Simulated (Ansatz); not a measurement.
SnC (F-43m), Ansatz (a first-principles code) with PBE with spin-orbit coupling, rigid bands. Band gap 0.79 eV, N_c = 6.81e17 cm⁻³ and N_v = 3.83e19 cm⁻³ at 300 K, conductivity masses of 0.0945 mₑ (electrons) and 0.645 mₑ (holes). Take k_BT = 0.02585 eV.

Q: What thermal injection velocity √(2k_BT/πm) limits a ballistic channel?

A: 1.75e7 cm/s for electrons and 6.70e6 cm/s for holes, a ratio of √(m_h/m_e) = 2.61, for dilute carriers.

Q: A film of it is 5 nm thick. Estimate the confinement energies in an infinite well.

A: ħ²π²/(2m t²) = 0.376 eV·nm²/(m/mₑ × t²) gives 159 meV for electrons and 23.3 meV for holes, so the gap would widen to about 0.97 eV. Finite barriers and nonparabolic bands lower this, and with several valleys or bands the heaviest mass along the normal sets the lowest level, not this average.

Q: What built-in voltage has an abrupt junction with N_A = 1e16 and N_D = 1e17 cm⁻³, all dopants ionised?

A: V_bi = E_g/e − (k_BT/e) ln(N_c N_v/(N_A N_D)) = 0.79 − 0.02585 × 10.17 = 0.53 V, for the computed gap.

Rigid bands with the computed gap; masses take one relaxation time for all states. Geometry: cell and atoms relaxed with PBEsol.

Computed structure with no diffraction record at hand here (it may be known, metastable or hypothetical): SnC (F-43m).
